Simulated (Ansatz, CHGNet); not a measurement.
**TiSi2 (Cmcm, No. 63, 6 atoms in the cell; start mp-1077503; a measured phase of this formula has another space group): properties by level of theory**

| level (code) | volume per atom (Å³/atom) | formation enthalpy (eV/atom) |
|---|---|---|
| CHGNet 0.3.0 | … | -0.587 |
| LDA (Ansatz) | … | -0.680 |
| PBE-D4 (Ansatz) | 13.87 | -0.673 |

Q: Some entries are withheld; supply them.

A: 
- CHGNet 0.3.0, volume per atom (Å³/atom): 14.26
- LDA (Ansatz, a quantum-chemistry and plane-wave program), volume per atom (Å³/atom): 13.60

Caveats: the energies of CHGNet 0.3.0 can hold anion corrections fitted to measured formation enthalpies (CHGNet 0.3.0); the relaxation could not lower the start's symmetry, so the cell can be a saddle point above a distorted one (CHGNet 0.3.0, LDA, PBE-D4). Ansatz's density-functional and Hartree–Fock values are scalar-relativistic unless marked +SOC, with PAW data made under PBE.

Static lattice: no zero-point or thermal effects.

A start named mp-… is a Materials Project structure, which need not be a measured phase.
